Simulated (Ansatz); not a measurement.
The parent structure is ZrO₂ in the fluorite structure (space group Fm-3m, No. 225; a = 5.0641 Å). Axes: x, y, z lie along the cube axes.

It is then changed as follows: biaxial strain −1.90 %, plane normal [110], relaxed out of plane (Cartesian); in-plane vectors clamped, the third vector and the atoms free.

Levels (all Ansatz, a first-principles code, PAW): PBEsol (420 eV, without spin-orbit coupling); r2SCAN (500 eV, no spin-orbit coupling); HSE06 (420 eV, no SOC).

At the geometry relaxed with PBEsol, these levels gave the following band gaps, in shuffled order: (a) 3.76 eV, (b) 4.86 eV, (c) 3.15 eV.

Question: Match each gap to its level.

Answer: (a) r2SCAN; (b) HSE06; (c) PBEsol.

Single points use the geometry relaxed with PBEsol. The hybrid gap comes from the SCF mesh plus the semilocal run's edge points and a few special points and is an upper bound. Whether these cells are dynamically stable was not tested. This is not the structure that ZrO2 has at room temperature and ambient pressure.
